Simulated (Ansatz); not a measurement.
S on the 1x1 (110) surface of bcc W, one in a 3x3 cell, energies for each (64.5 Å²). Energies are against ⅛ S8(g), without zero-point or thermal terms; each row is named by its start.

Method: PBE (plane waves to 420 eV, PAW; Ansatz, a program for electronic structure).

Set-up: 37 atoms, 6.6 Å thick at the start under the adsorbate (thin: gaps and levels are the slab's own); mesh 4x4x1; 0.1 eV smearing; dipole correction on; 18 atoms held, the rest relaxed; each run with such symmetry as its start has; spin where the adsorbate may keep a moment, no spin-orbit, no U, no dispersion correction.

A negative adsorption energy means that the adsorbate is more stable on the surface than in its reference. Starts that drift may end in the same place. Heights count from the host atoms within 0.3 Å of the top one.

```
starting site  E_ads (eV)  height (Å)  nearest host atom (Å)  bonded to  Δ work function (eV)  lateral drift (Å)  moment (μB)
-------------  ----------  ----------  ---------------------  ---------  --------------------  -----------------  -----------
top W                   …        2.40                 W 2.18          W                  0.17                0.0          0.0
hollow W-W-W            …           …                 W 2.40        4 W                     …                0.6            –
```

**Question.** Fill in the missing entries.

**Answer.** 
- top W, E_ads (eV): -1.50
- hollow W-W-W, E_ads (eV): -3.18
- hollow W-W-W, height (Å): 1.71
- hollow W-W-W, Δ work function (eV): -0.01
